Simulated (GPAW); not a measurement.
Input and output of a self-consistent single point for Zr₂Au (I4/mmm, 3 atoms in the cell) (GPAW).

Level of theory: PBEsol, GPAW PAW datasets PBEsol (made by gpaw-setup) (plane waves; GPAW).

```xyz
3
Lattice="-1.6360 1.6360 5.7500 1.6360 -1.6360 5.7500 1.6360 1.6360 -5.7500" Properties=species:S:1:pos:R:3 pbc="T T T"
Zr     0.0000     0.0000     3.9100
Zr     0.0000     0.0000     7.5900
Au     0.0000     0.0000     0.0000
```

Reference input (self-consistent single point, DFT PBEsol, plane waves, GPAW PAW datasets PBEsol (made by gpaw-setup)): mode = pw; ecut = 600 eV; xc = PBEsol; kpts = 9 9 9; mesh shift (steps) = 0 0 0; occupations.name = fermi-dirac; occupations.width = 0.1 eV; nbands = -11; symmetry.symmorphic = false; symmetry.tolerance = 0.0005; maxiter = 100. This run's input differs from it in these lines:

```diff
@@ -2,3 +2,3 @@
 from ase.units import GPa
-from gpaw import GPAW, PW, FermiDirac
+from gpaw import GPAW, PW
 
@@ -16,3 +16,3 @@
             kpts=(9, 9, 9),
-            occupations=FermiDirac(0.1),
+            occupations={'name': 'marzari-vanderbilt', 'width': 0.2},
             nbands=-11,
```

Output (repeated stretches shortened):

```
     iter     time        total  log10-change:
                         energy   eigst   dens
iter:   1 --:--:--   -23.998659
iter:   2 --:--:--   -22.662951   -0.51  -1.21
iter:   3 --:--:--   -21.561209   -1.11  -1.30
iter:   4 --:--:--   -21.347334   -1.18  -1.43
iter:   5 --:--:--   -21.163971   -1.39  -1.60
iter:   6 --:--:--   -21.132716   -2.54  -2.04
iter:   7 --:--:--   -21.094768   -2.30  -2.12
iter:   8 --:--:--   -21.107316   -2.71  -2.32
iter:   9 --:--:--   -21.098572c  -3.38  -2.37
iter:  10 --:--:--   -21.092372c  -2.90  -2.58
iter:  11 --:--:--   -21.092516c  -4.02  -3.48
iter:  12 --:--:--   -21.092531c  -5.02  -3.51
iter:  13 --:--:--   -21.092553c  -4.77  -3.50
   [... 4 lines left out ...]
iter:  18 --:--:--   -21.092491c  -6.09  -3.52
iter:  19 --:--:--   -21.092305c  -5.07  -3.53
iter:  20 --:--:--   -21.092319c  -5.04  -3.73
iter:  21 --:--:--   -21.092287c  -5.37  -3.69
iter:  22 --:--:--   -21.092284c  -6.82  -4.13c
iter:  23 --:--:--   -21.092285c  -6.26  -4.33c
iter:  24 --:--:--   -21.092284c  -7.09  -4.30c
iter:  25 --:--:--   -21.092283c  -7.54c -4.76c
Converged after 25 iterations.

Dipole moment: (-0.000000, 0.000000, 0.000000) |e|*Ang

Energy contributions relative to reference atoms: (reference = -712131.357484)

Kinetic:        -10.354074
Potential:       +5.729003
External:        +0.000000
XC:             -17.376288
Entropy (-ST):   -0.005163
Local:           +0.914238
SIC:             +0.000000
--------------------------
Free energy:    -21.092283
Extrapolated:   -21.092283

Showing only first 2 kpts
 Kpt  Band  Eigenvalues  Occupancy
  0    15      8.08815    2.00000
  0    16      9.47865    2.00408
  0    17     10.67328    0.00000
  0    18     11.72705    0.00000

  1    15      8.42454    2.00000
  1    16      9.12337    2.00000
  1    17     10.73401    0.00000
  1    18     11.04601    0.00000

Fermi level: 10.06415

No gap
No difference between direct/indirect transitions
Energy (eV): -21.092283

Forces in eV/Ang:
  0 Zr    0.00000    0.00000   -0.00163
  1 Zr    0.00000    0.00000    0.00163
  2 Au    0.00000    0.00000    0.00000

Stress tensor:
     0.002116     0.000000     0.000000
     0.000000     0.002116    -0.000000
     0.000000    -0.000000     0.000816
Stress (GPa, Voigt): [ 0.339   0.339   0.1308 -0.      0.      0.    ]
```

The run converged in 25 iterations. GPAW prints stress with tension positive. Against the reference run the free energy rises by 8.3 meV/atom, the pressure moves little (-0.24 to -0.27 GPa) and the largest force goes from 0.024 to 0.002 eV/Å.

The starting cell comes from a database of published, mostly measured structures (it also holds non-ambient and calculated ones), without a prior relaxation at this level.

Cost on one core of a shared machine: roughly 4 min.
